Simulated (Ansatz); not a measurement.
## Step by step: formation energy of LiCl (rock salt, Fm-3m) from the elements

This concerns the formation energy of LiCl (rock salt, Fm-3m) from the elements. Reaction: Li (bcc) + 1/2 Cl2 (gas) → LiCl (rock salt). Negative: the products are lower in energy. The value is per atom of the solid.

LiCl (rock salt, Fm-3m), 2 atoms in the cell. Conventional cell: a = b = c = 5.1505 Å, α = β = γ = 90.00°.

Setting: static, neutral cells in Ansatz (PAW) whose structures rest at the PBE level. Ansatz (a first-principles code) runs with its PAW set soft_1. Other levels take these structures, unless marked own geometry. The lattices are those relaxed with PBE, so at other levels the solids can be strained, which adds to the spread. A dispersion term (D3(BJ), or D4 for r2SCAN) was computed beside these levels and is taken off wherever the name lacks it. Space groups of crystals are read within 0.01 Å.

Total energies of the cells in eV, at zero smearing width. They compare only within one column; the weights balance every element.

| cell | atoms | weight | r2SCAN (own geometry) | LDA |
|---|---|---|---|---|
| LiCl (rock salt) | 2 | +2 | -1292.79258 | -1249.43407 |
| Li (bcc) | 1 | −2 | -205.13396 | -201.63619 |
| Cl2 (gas) | 2 | −1 | -2167.03127 | -2087.52267 |

r2SCAN (own geometry): 2 × (-1292.79258) − 2 × (-205.13396) − (-2167.03127) = -8.286 eV; dividing by 4 atoms gives -2.07 eV/atom.

LDA: 2 × (-1249.43407) − 2 × (-201.63619) − (-2087.52267) = -8.073 eV; dividing by 4 atoms gives -2.02 eV/atom.

What follows from the r2SCAN (own geometry) value: A formula unit of LiCl has 2 atoms, so it forms with -2.0715 × 2 = -4.143 eV, or -399.7 kJ/mol at 96.485 kJ/mol per eV.
